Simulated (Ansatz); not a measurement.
V_Al+O_N+O_N+O_N in wurtzite AlN (the name describes the start): one set of geometries, relaxed with PBE, evaluated in Ansatz (PAW, plane waves to 420 eV, 500 eV under r2SCAN) with PBE, r2SCAN.

Cell and caveats: 96-site cell; 2×2×2 shifted k-points; start: the Al site; N 1.90 Å away; N 1.90 Å away; N 1.90 Å away; charged states image-corrected; finite-size errors of tenths of an eV; relaxed from one start, so a lower configuration may exist; flagged in the runs: a host whose relaxation on this sampling wasn't shown to rest, a strain field that reaches the edge of the cell.

| quantity | PBE | r2SCAN |
|---|---|---|
| host gap (eV) | 4.03 | ___ |
| neutral formation energy against fcc Al, N2 molecule in a box, O2 molecule in a box (eV) | -5.53 | ___ |
| largest moment on one atom at charge 0 (μB) | 0.00 | ___ |

Question: Given the lower rungs, what does r2SCAN give?

Answer: 
- host gap (eV), r2SCAN: 4.67
- neutral formation energy against fcc Al, N2 molecule in a box, O2 molecule in a box (eV), r2SCAN: -5.30
- largest moment on one atom at charge 0 (μB), r2SCAN: 0.00

Ansatz is an electronic-structure program.
